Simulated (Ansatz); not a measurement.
```yaml
crystal:
  lattice:
    - [-0.08255, 2.92746, 2.92746]
    - [2.92746, -0.08255, 2.92746]
    - [2.84490, 2.84490, 0.00000]
  atoms:
    - { symbol: Sb, position: [0.25592, 0.25592, 0.24408] }
    - { symbol: Rh, position: [0.99408, 0.99408, 0.00592] }
```

No spin polarisation.

Level of theory: Ansatz (a quantum-chemistry and plane-wave program) r2SCAN, no spin-orbit coupling. Γ-centred 17×17×17 mesh, Fermi–Dirac width 0.1 eV.

What stress (xx, yy, zz, yz, xz, xy; compression positive) does the calculation give?

(-0.1, -0.1, -0.2, 0.0, 0.0, -0.3) GPa.

What is the computed band gap?

Zero.

The cells carry an imposed strain or load. No phonon test of stability was made. The final runs are not spin-polarised. Under tensor shear ε_xy = −2.82 % the cell ends below the base's energy or with stress of the wrong sign: the atoms slid into a distortion or the cell is elastically unstable, so the base is not a stable minimum at this level. The cell was made from RhSb in the zinc blende structure (space group F-43m, No. 216; a hypothetical phase, not in the database extracts checked) by this change: tensor shear ε_xy = −2.82 %.
